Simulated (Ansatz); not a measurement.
Base system: TiSi2 (space group Fddd, No. 70; a = 4.806 Å, b = 8.265 Å, c = 8.565 Å). Axes: x, y, z lie along a, b, c of the conventional cell.

(Cell as relaxed with PBE.)

Levels (all Ansatz, a first-principles code, PAW, earlier PAW set): PBE (420 eV, scalar-relativistic without spin-orbit coupling); r2SCAN (500 eV, no spin-orbit coupling).

Each level relaxes its own structure.

```tsv
base	PBE	r2SCAN
volume per atom	14.18 Å³	13.97 Å³
band gap	zero	zero
```

It is then changed as follows: the cell is compressed by 0.66 % along z with no lateral relaxation, atoms relaxed at fixed cell.

| quantity | PBE | r2SCAN |
|---|---|---|
| energy relative to the base (free energy F) | +0.7 meV/atom | +0.8 meV/atom |
| pressure (mean of the normal stresses, compression positive) | 1.1 GPa | 1.2 GPa |
| shortest interatomic distance | 2.524 Å | 2.509 Å |
| band gap | zero | zero |

PBE's shortest interatomic distance lies 0.015 Å above r2SCAN's (0.6 %); the two agree on the band gap. Neither level is exact; r2SCAN is the comparison here, not a measurement.

Without a gap, meshes like the base's 13×13×13 leave anisotropic stresses uncertain by several tenths of a GPa, and small strain energies with them. The cells carry an imposed strain or load. Stability against distortions was not tested. All final runs are without spin polarisation.
